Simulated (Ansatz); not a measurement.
The reference is SiC (space group P6_3mc, No. 186).

```yaml
crystal:
  lattice:
    - [3.09412, 0.00000, 0.00000]
    - [-1.54706, 2.67959, 0.00000]
    - [0.00000, 0.00000, 10.12917]
  atoms:
    - { symbol: Si, position: [0.00000, 0.00000, 0.00031] }
    - { symbol: Si, position: [0.00000, 0.00000, 0.50031] }
    - { symbol: Si, position: [0.66667, 0.33333, 0.75025] }
    - { symbol: Si, position: [0.33333, 0.66667, 0.25025] }
    - { symbol: C, position: [0.00000, 0.00000, 0.81285] }
    - { symbol: C, position: [0.00000, 0.00000, 0.31285] }
    - { symbol: C, position: [0.66667, 0.33333, 0.56221] }
    - { symbol: C, position: [0.33333, 0.66667, 0.06221] }
```

Calculations: PBE, PAW, 420 eV (Ansatz, a first-principles code; scalar-relativistic without spin-orbit coupling), earlier PAW set.

Base values:

```
Property                        Result
-----------------------------  -------
Width of the top valence band  2.43 eV
Band gap                       2.22 eV
Lattice parameter a            3.094 Å
```

Perturbation: cell and atoms relaxed at a pressure of 9 GPa.

Question: How does this affect the width of the top valence band?

Answer: The width of the top valence band grows by 0.06 eV (2.43 eV → 2.49 eV).

Question: Estimate the effect on the band gap.

Answer: The band gap hardly moves (2.22 eV against 2.23 eV).

Question: Estimate the effect on the lattice parameter a.

Answer: The lattice parameter a shrinks by 0.040 Å (3.094 Å → 3.054 Å).

Load acts through the strain it causes; cell and atoms are relaxed under it. Whether these cells are dynamically stable was not tested. No other phases were tried under pressure.
